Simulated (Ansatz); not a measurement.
The parent structure is Rb$_{3}$As (space group P6/mmm, No. 191; a = 6.323 Å, c = 6.883 Å; a hypothetical phase, not in the database extracts checked).

(Cell as relaxed with PBE.)

Levels (all Ansatz, an electronic-structure program, PAW): PBE (420 eV, no spin-orbit coupling); PBEsol (420 eV, without spin-orbit coupling).

Each level relaxes its own structure.

```tsv
quantity	PBE	PBEsol
volume per atom	59.58 Å³	[?]
lattice parameter a	11.948 bohr	[?]
lattice parameter c	13.007 bohr	[?]
band gap	zero	[?]
```

Problem. What does PBEsol give?

Solution. 
- volume per atom, PBEsol: 56.07 Å³
- lattice parameter a, PBEsol: 11.690 bohr
- lattice parameter c, PBEsol: 12.789 bohr
- band gap, PBEsol: zero

PBE's volume per atom lies 3.501 Å³ above PBEsol's (6.2 %); PBE's lattice parameter a lies 0.258 bohr above PBEsol's (2.2 %); PBE's lattice parameter c lies 0.218 bohr above PBEsol's (1.7 %); the two agree on the band gap. Neither level is exact; PBEsol is the comparison here, not a measurement.

Whether these cells are dynamically stable was not tested. All final runs are without spin polarisation. A zero or small gap of Rb3As can be the functional's error rather than a property of the material.
